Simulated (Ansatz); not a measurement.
## A computed series for PbI2: thickness series

The parent structure is PbI2 in the CdI2 type structure (space group P-3m1, No. 164; a = 4.559 Å, c = 6.973 Å).

Free-standing slabs (3 atom(s) a layer) normal to the stacking axis with 15 Å of vacuum; in-plane cell relaxed.

The values are results of plane-wave PAW DFT at the PBE-D3(BJ) level (Ansatz, a program for electronic structure, 420 eV), no spin-orbit coupling, not measurements.

Q: Only one of these has a direct gap. Which?
A) 1 layer
B) 2 layers
C) 3 layers

A: C, 3 layers. Computed: 2 layers: indirect, K–Γ (83 % along) → Γ; 1 layer: indirect, K–Γ (67 % along) → Γ; 3 layers: direct at Γ

With I and Pb present, leaving out spin-orbit coupling can change the band edges. No phonon test of stability was made.
